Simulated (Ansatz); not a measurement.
System: cubic perovskite KMgF3. Method: HSE06 (PAW; Ansatz, a quantum-chemistry and plane-wave program).

Numerical settings: plane-wave cutoff 520 eV, 6×6×6 k mesh, scalar-relativistic PAW data made under PBE.

Computed at the level's own relaxed cell.

Elastic tensor (GPa, Voigt notation, ions relaxed):

```
  134.9    42.0    42.0     0.0     0.0     0.0
   42.0   134.9    42.0     0.0     0.0     0.0
   42.0    42.0   134.9     0.0     0.0     0.0
    0.0     0.0     0.0    48.2     0.0     0.0
    0.0     0.0     0.0     0.0    48.2     0.0
    0.0     0.0     0.0     0.0     0.0    48.2
```

Task: Work out the Voigt, Reuss and Hill averages of the bulk and shear moduli, Young's modulus and Poisson's ratio from the printed constants.

Result: K_V = [C11 + C22 + C33 + 2(C12 + C13 + C23)]/9 = [404.7 + 2 × 126.0]/9 = 73.0 GPa. G_V = [404.7 − 126.0 + 3 × 144.6]/15 = 47.5 GPa. From the compliances S = C⁻¹, K_R = 73.0 and G_R = 47.5 GPa. Hill means: K = 73.0, G = 47.5 GPa. E = 9KG/(3K + G) = 117 GPa, ν = (3K − 2G)/(6K + 2G) = 0.23, K/G = 1.54.

Measured, for comparison: elastic constant C11 138 ± 0.2 GPa (temperature not stated, no zero-point or thermal correction, our sources range from 132 to 138; as tabulated in Vaitheeswaran et al. (2007), arXiv:cond-mat/0703621); elastic constant C12 43.6 ± 0.2 GPa (temperature not stated, no zero-point or thermal correction, our sources range from 39.6 to 43.6; as tabulated in Vaitheeswaran et al. (2007), arXiv:cond-mat/0703621); elastic constant C44 49.8 ± 0.08 GPa (temperature not stated, no zero-point or thermal correction, our sources range from 48.5 to 49.8; as tabulated in Vaitheeswaran et al. (2007), arXiv:cond-mat/0703621). Computed (rounded) less measured: elastic constant C11 -2 % (inside the range of the sources held), elastic constant C12 -4 % (inside the range of the sources held), elastic constant C44 -3 % (-0.6 % to -3 % over the range).

Static lattice: no zero-point or thermal effects.
